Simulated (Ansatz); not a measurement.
AlN (P6_3mc), PBE with spin-orbit coupling, rigid bands (Ansatz, an electronic-structure program): Condition of this run: uniaxial stress along c of -9 GPa (compression positive) (the target of the relaxation). band gap 4.10 eV, N_c = 4.25e18 cm⁻³ and N_v = 2.38e20 cm⁻³ at 300 K, conductivity masses along x (a = (3.10, 0.00, 0.00) Å; b = (-1.55, 2.68, 0.00) Å; c = (0.00, 0.00, 5.12) Å) of 0.314 mₑ (electrons) and 2.60 mₑ (holes). Take k_BT = 0.02585 eV.

Problem. What thermal injection velocity √(2k_BT/πm) limits a ballistic channel along the direction named?

Solution. 9.60e6 cm/s for electrons and 3.34e6 cm/s for holes, a ratio of √(m_h/m_e) = 2.88, for dilute carriers.

Problem. Find the intrinsic carrier density and the intrinsic Fermi level.

Solution. n_i = √(N_c N_v) exp(−E_g/2k_BT) = 3.18e19 × exp(−79.30) = 1.2e-15 cm⁻³. The level lies (k_BT/2) ln(N_v/N_c) = 52 meV from mid-gap (positive towards the conduction band). Each 0.1 eV added to the gap lowers n_i by a factor of 6.9.

Problem. A film of it is 5 nm thick, with its normal along the direction named. Estimate the confinement energies in an infinite well.

Solution. ħ²π²/(2m t²) = 0.376 eV·nm²/(m/mₑ × t²) gives 47.9 meV for electrons and 5.79 meV for holes, so the gap would widen to about 4.15 eV. Finite barriers and nonparabolic bands lower this, and with several valleys or bands the heaviest mass along the normal sets the lowest level, not this average.

Rigid, parabolic bands with the computed gap; masses take one relaxation time for all states. Geometry: cell and atoms relaxed with PBEsol.
